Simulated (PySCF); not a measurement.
PySCF 2.14.0, B3LYP/def2-svp, df: cyclohexanone (O=C1CCCCC1), 17 atoms. The geometry is a generated start, not checked to be a minimum at this level.

| Quantity | Value |
|---|---|
| task | energy |
| method | b3lyp |
| basis | def2-svp |
| two-electron scheme | density fitting |
| mol.max_memory | 3000 MB |
| mf.max_cycle | 100 |
| mf.init_guess | minao (default) |
| mf.DIIS | CDIIS (default) |
| mf.diis_space | 8 (default) |
| mf.conv_tol | 1e-09 (default) |
| mf.grids.level | 3 (default) |
| basis functions | 148 |
| grid points | 196872 |

```xyz
17

O      2.6708     0.4406    -0.0453
C      1.5035     0.2711     0.2063
C      0.5051     1.4030     0.2761
C     -0.7539     1.0932    -0.5395
C     -1.3565    -0.2388    -0.1120
C     -0.3386    -1.3563    -0.3104
C      0.9214    -1.0890     0.5140
H      0.2310     1.5365     1.3259
H      0.9783     2.3210    -0.0746
H     -1.4774     1.8997    -0.4051
H     -0.4928     1.0507    -1.5991
H     -2.2538    -0.4473    -0.6973
H     -1.6475    -0.1895     0.9399
H     -0.7677    -2.3173    -0.0188
H     -0.0698    -1.4175    -1.3671
H      1.6780    -1.8533     0.3288
H      0.6698    -1.1068     1.5782
```

One run each on 2 threads, 1 BLAS thread. Values of level_shift (Hartree) tried: 0 (default), 0.1, 0.3, 1.

Problem. Which value of level_shift (Hartree) needs the fewest Fock builds, and what happens away from it?

Solution. Fewest Fock builds, within one of each other: 0 (default) with 12, 0.1 with 12. The count rises to 33 at 1. All converge to one solution.

```csv
level_shift (Hartree),Fock builds,end
0 (default),12,same solution
0.1,12,same solution
0.3,15,same solution
1,33,same solution
```
